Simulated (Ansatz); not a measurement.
## SiO2 with two functionals

The reference is SiO2 (space group P4_12_12, No. 92; a = 5.083 Å, c = 7.098 Å).

(Cell as relaxed with PBE.)

Levels (all Ansatz, an electronic-structure program, PAW, earlier PAW set): PBE (420 eV, no spin-orbit coupling); r2SCAN (500 eV, no spin-orbit coupling).

Each level relaxes its own structure.

```
quantity                                       PBE  r2SCAN
-------------------  -----------------------------  ------
volume per atom                           15.28 Å³     [?]
lattice parameter a                        5.083 Å     [?]
lattice parameter c                        7.098 Å     [?]
band gap                                   5.52 eV     [?]
gap character                          direct at Γ     [?]
electron mass                              0.54 mₑ     [?]
hole mass            1.7 mₑ along c, 1.9 mₑ across     [?]
```

Problem. Predict the r2SCAN column.

Solution. 
- volume per atom, r2SCAN: 14.29 Å³
- lattice parameter a, r2SCAN: 4.980 Å
- lattice parameter c, r2SCAN: 6.917 Å
- band gap, r2SCAN: 6.35 eV
- gap character, r2SCAN: direct at Γ
- electron mass, r2SCAN: 0.53 mₑ
- hole mass, r2SCAN: 1.7 mₑ along c, 2.0 mₑ across

PBE's volume per atom lies 0.99 Å³ above r2SCAN's (6.9 %); PBE's lattice parameter a lies 0.103 Å above r2SCAN's (2.1 %); PBE's lattice parameter c lies 0.181 Å above r2SCAN's (2.6 %); PBE's band gap lies 0.835 eV below r2SCAN's; the two agree on the gap character. Neither level is exact; r2SCAN is the comparison here, not a measurement.

Effective masses come from finite differences of ±0.01 Å⁻¹. Whether these cells are dynamically stable was not tested.
